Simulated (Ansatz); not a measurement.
A self-consistent single point of VRe (Cmm2, 2 atoms in the cell) with Ansatz (a first-principles code).

Method: LDA (PW92), default PAW files made with PBE (plane waves; Ansatz).

```
CELL_PARAMETERS angstrom
      1.50727    -2.17574     0.00000
      1.50727     2.17574     0.00000
      0.00000     0.00000     4.20942
ATOMIC_POSITIONS crystal
  V  0.50000 0.50000 0.51188
  Re 0.00000 0.00000 0.00000
```

Reference input (self-consistent single point, DFT, LDA (PW92), plane waves, default PAW files made with PBE): basis.ecutwfc = 420 eV; kpoints.mp_grid.grid = 13 13 8; hamiltonian.xc = lda; hamiltonian.pseudopotentials = {kind: paw} (the program's default PAW files); scf.occupations.method = fermi_dirac; scf.occupations.width = 0.1 eV. This run's input differs from it in these lines:

Ansatz 0.2 input:
```diff
@@ -13,3 +13,3 @@
   mp_grid:
-    grid: [13, 13, 8]
+    grid: [43, 43, 26]
 hamiltonian:
```

Output, abridged:

```
SCF iter   1: F=—  HF=-13468.608253 eV  |F-HF|=—  |Δ(HF+E_count)|=         —  Δρ=6.52e-3  dr2=9.37e-3  ethr=1.77e-3  ⟨swp⟩=4.7  Hψ=503794  notcnv=0
all-band conjugate gradients solve this SCF's bands
preconditioner: auto → none
SCF iter   2: F=—  HF=-13468.608284 eV  |F-HF|=—  |Δ(HF+E_count)|=   3.09e-5  Δρ=4.33e-3  dr2=9.21e-3  ethr=3.35e-5  ⟨swp⟩=1.8  Hψ=194209  notcnv=0
SCF iter   3: F=—  HF=-13468.607406 eV  |F-HF|=—  |Δ(HF+E_count)|=   8.78e-4  Δρ=1.63e-3  dr2=6.03e-4  ethr=3.29e-5  ⟨swp⟩=1.2  Hψ=125048  notcnv=0
SCF iter   4: F=—  HF=-13468.607369 eV  |F-HF|=—  |Δ(HF+E_count)|=   3.68e-5  Δρ=5.80e-4  dr2=1.16e-4  ethr=2.15e-6  ⟨swp⟩=2.0  Hψ=163565  notcnv=0
SCF iter   5: F=—  HF=-13468.607346 eV  |F-HF|=—  |Δ(HF+E_count)|=   2.34e-5  Δρ=1.88e-4  dr2=2.02e-5  ethr=4.16e-7  ⟨swp⟩=2.1  Hψ=182283  notcnv=0
SCF iter   6: F=—  HF=-13468.607343 eV  |F-HF|=—  |Δ(HF+E_count)|=   2.42e-6  Δρ=3.73e-5  dr2=1.25e-7  ethr=7.23e-8  ⟨swp⟩=2.0  Hψ=163151  notcnv=0
SCF iter   7: F=-13468.607343 eV  HF=-13468.607343 eV  |F-HF|=2.98e-10  |Δ(HF+E_count)|=   1.09e-8  Δρ=1.01e-5  dr2=6.85e-9  ethr=3.57e-10  ⟨swp⟩=4.6  Hψ=428945  notcnv=0
SCF 1 converged in 7 iterations: F = -13468.607343 eV  dr2 = 6.85e-9
Free energy (F): -13468.607343 eV
Internal energy: -13468.566954 eV  (E = F + TS)
E sigma→0 (E₀):  -13468.587149 eV
Entropy (-TS):   -0.040389 eV (-20.195 meV/atom)
Fermi energy:    21.080923 eV
--- Forces (eV/Å), atoms counted from 1 ---
  atom   1  V      0.00000000    -0.00000000    -0.58001063
  atom   2  Re     0.00000000     0.00000000     0.58000932
--- Stress (GPa, compression-positive) ---
       -7.300200       0.000000       0.000000
        0.000000      -7.533537      -0.000000
        0.000000      -0.000000      -7.607108
  P = ⅓ Tr σ = -7.4803 GPa (-74.803 kbar)
  The stress holds the Pulay correction. Without it, at fixed plane waves, as pw.x and ABINIT print it: P = -7.5822 GPa
```

The run converged in 7 iterations. Against the reference run the free energy goes up by 1.3 meV/atom, the pressure moves little (-7.53 to -7.48 GPa) and the largest force hardly changes (0.582 to 0.580 eV/Å).

The starting cell comes from a database of computed structures (which also holds hypothetical and non-ambient phases and stackings), without a prior relaxation at this level. Its lattice was rescaled by up to half a per cent. One atom was moved a little off its site on purpose. Spin polarisation is off. With a pressure of about -7 GPa the cell is away from its equilibrium volume at this level. Ansatz's pressure includes its estimate of the finite-basis (Pulay) stress.

Cost on one core of a shared machine: roughly 3 min.
